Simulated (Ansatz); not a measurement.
# GaN: response to strain

Consider GaN in the wurtzite structure (space group P6_3mc, No. 186).

```yaml
crystal:
  lattice:
    - [3.18258, 0.00000, 0.00000]
    - [-1.59129, 2.75619, 0.00000]
    - [0.00000, 0.00000, 5.18543]
  atoms:
    - { symbol: Ga, position: [0.33333, 0.66667, 0.00019] }
    - { symbol: Ga, position: [0.66667, 0.33333, 0.50019] }
    - { symbol: N, position: [0.33333, 0.66667, 0.37681] }
    - { symbol: N, position: [0.66667, 0.33333, 0.87681] }
```

Cartesian axes are those of the cell as printed.

Strains are applied to the cell and any free atomic positions relax; under biaxial strain the out-of-plane vector relaxes too.

All numbers come from PBEsol/PAW in Ansatz (a program for electronic structure), no SOC.

Notes on the quantities. pressure: mean of the normal stresses, compression positive.

```csv
case,volume per atom,band gap,pressure
base,11.37 Å³,1.88 eV,0.00 GPa
"biaxial strain +1.20 %, plane normal [001], relaxed out of plane",11.58 Å³,1.75 eV,-3.26 GPa
"biaxial strain +1.80 %, plane normal [001], relaxed out of plane",11.68 Å³,1.67 eV,-4.78 GPa
"biaxial strain +2.40 %, plane normal [001], relaxed out of plane",11.79 Å³,1.59 eV,-6.22 GPa
"biaxial strain +3.00 %, plane normal [001], relaxed out of plane",11.89 Å³,1.51 eV,-7.58 GPa
```

Whether these cells are dynamically stable was not tested.
